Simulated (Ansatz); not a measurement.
A computed series for Ti: alloy series

Start from Ti in the hcp (Mg type) structure (space group P6_3/mmc, No. 194).

Space group P6₃/mmc (No. 194); a = b = 2.936 Å, c = 4.637 Å, α = β = 90.00°, γ = 120.00°

| atom | site | symmetry | x | y | z |
|---|---|---|---|---|---|
| Ti | 2d | -6m2 | 0.6667 | 0.3333 | 0.2500 |

The other end (x = 1) is Hf in the hcp (Mg type) structure (space group P6_3/mmc, No. 194): 22.35 Å³/atom, gap zero.

Hf replaces a fraction x of Ti; each row is one arrangement (x, atoms in the cell, starting space group or random), fully relaxed.

The values are results of r2SCAN in Ansatz (plane waves to 500 eV, PAW, without spin-orbit coupling), earlier PAW set, not measurements.

```json
[
 {"Hf fraction x": "0", "volume per atom (Å³/atom)": "17.312"},
 {"Hf fraction x": "0.167 (P-62m, 6 atoms)", "volume per atom (Å³/atom)": "18.166"},
 {"Hf fraction x": "0.25 (Pmm2, 8 atoms)", "volume per atom (Å³/atom)": "18.628"},
 {"Hf fraction x": "0.5 (P2_1/m, 8 atoms)", "volume per atom (Å³/atom)": "?"},
 {"Hf fraction x": "1", "volume per atom (Å³/atom)": "22.350"}
]
```

Question: Fit V(x) = (1 − x) V(0) + x V(1) − b x(1 − x) with the ends held (b = 0 is Vegard's rule) to the rows shown and predict the withheld row.

Answer: Least squares on the printed values gives b = -0.23 Å³/atom, against 19.831 Å³/atom from the straight line alone (largest residual 0.019 Å³/atom); this predicts 19.888 Å³/atom, and the run gives 19.846 Å³/atom, 0.042 lower.

These are small ordered cells, not random alloys; other orderings at the same x differ. No phonon test of stability was made. The final runs are not spin-polarised.

Ansatz is a quantum-chemistry and plane-wave program.
